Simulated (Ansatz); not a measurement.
Cost and result by functional for the surface energy, mean of two unlike faces, of the (11-21) surface of hexagonal WC in its 1x1 cell (cut with top plane W, bottom plane C), outermost plane spacing 0.65 Å in the ideal cut, in Ansatz (plane waves, PAW). Single points on the PBE structure, on one kind of machine; costs are rough ratios of the slab run's core time (references not counted) to the cheapest single point. r2SCAN's cost holds its higher cutoff (500 against 420 eV). Differences are taken against r2SCAN for comparison alone: no measured value is at hand, so the table doesn't rank accuracy.

Model: 18-atom slab, C9W9, 11.0 Å thick at the start, 10x10x1 mesh, Fermi-Dirac 0.1 eV, dipole correction, all atoms relaxed; no symmetry held; no spin, no spin-orbit, no U. These notes are the PBE run's.

| functional | relative cost | surface energy, mean of two unlike faces, (J/m²) | less r2SCAN (J/m²) |
|---|---|---|---|
| RPBE | 1 | 4.00 | -0.55 |
| PBEsol | 1 | 4.71 | 0.16 |
| LDA | 1 | 4.90 | 0.36 |
| r2SCAN | 2 | 4.55 | 0.00 |
| PBE (the relaxed run's value) | – | 4.26 | -0.28 |

The values span 0.91 J/m², while the single points' costs differ by a factor of roughly 2. Differences are of unrounded values.

Ansatz is a first-principles code.
